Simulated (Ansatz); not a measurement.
```
CELL_PARAMETERS angstrom
      2.87642     0.00000     0.00000
      0.00000     2.87642     0.00000
      0.00000     0.00000    25.16967
ATOMIC_POSITIONS crystal
  F  0.25000 0.75000 0.29712
  Li 0.75000 0.25000 0.29987
  F  0.75000 0.25000 0.37888
  Li 0.25000 0.75000 0.37841
  F  0.25000 0.75000 0.45957
  Li 0.75000 0.25000 0.45967
  F  0.75000 0.25000 0.54043
  Li 0.25000 0.75000 0.54033
  F  0.25000 0.75000 0.62112
  Li 0.75000 0.25000 0.62159
  F  0.75000 0.25000 0.70288
  Li 0.25000 0.75000 0.70013
```

No spin polarisation.

Computed with PBE, PAW, 420 eV (Ansatz, a program for electronic structure; no spin-orbit coupling). Γ-centred 11×11×1 mesh, Fermi–Dirac width 0.05 eV. The cell is a slab with vacuum along z.

Task: What band gap does the calculation give?

Result: 6.84 eV.

Task: Estimate the smallest direct gap.

Result: 6.95 eV.

Task: What is the computed layer's space group (with vacuum)?

Result: P4/nmm (No. 129).

No phonon test of stability was made. The cell was made from LiF in the rock salt structure (space group Fm-3m, No. 225) by this change: a free-standing slab of 6 layers (12 atoms, 2 a layer) is cut normal to the z axis, with 15 Å of vacuum and the in-plane cell held at bulk.
